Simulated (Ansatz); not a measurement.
Start from CoPtO2 (space group R-3m, No. 166; non-magnetic).

```
CoPtO2
1.0
    1.40441     0.81084     5.90540
   -1.40441     0.81084     5.90540
    0.00000    -1.62167     5.90540
Pt Co O
1 1 2
Cartesian
  0.00000   0.00000   0.00000
  0.00000   0.00000   8.85810
  0.00000   0.00000   1.98833
  0.00000   0.00000  15.72786
```

Cartesian axes are those of the cell as printed.

Method: PBEsol/PAW in Ansatz (an electronic-structure program), without spin-orbit coupling.

Base values:

| Quantity | Result |
|---|---|
| Volume per atom | 10.09 Å³ |
| Pressure | 0.0 GPa |

The change: compressive biaxial strain of 1.99 % in the plane normal to [001], as in epitaxy on a mismatched substrate; the out-of-plane cell vector and the atoms relax.

What does the calculation give for the volume per atom, energy relative to the base and pressure after the change?

The volume per atom decreases by 0.29 Å³, from 10.09 Å³ to 9.80 Å³; the energy rises by 12 meV/atom; the pressure (mean of the normal stresses, compression positive) goes from zero to 6.7 GPa.

Without a gap, meshes like the base's 17×17×17 leave anisotropic stresses uncertain by several tenths of a GPa, and small strain energies with them. No phonon test of stability was made. Seeded moments were not kept for the base. No Hubbard U is applied and the magnetic state is the run's own (CoPtO2 not spin-polarised; CoPtO2 non-magnetic); other magnetic orders, which need larger cells, were not tried and can change the gap. The final runs are not spin-polarised. An odd electron count without spin: CoPtO2.
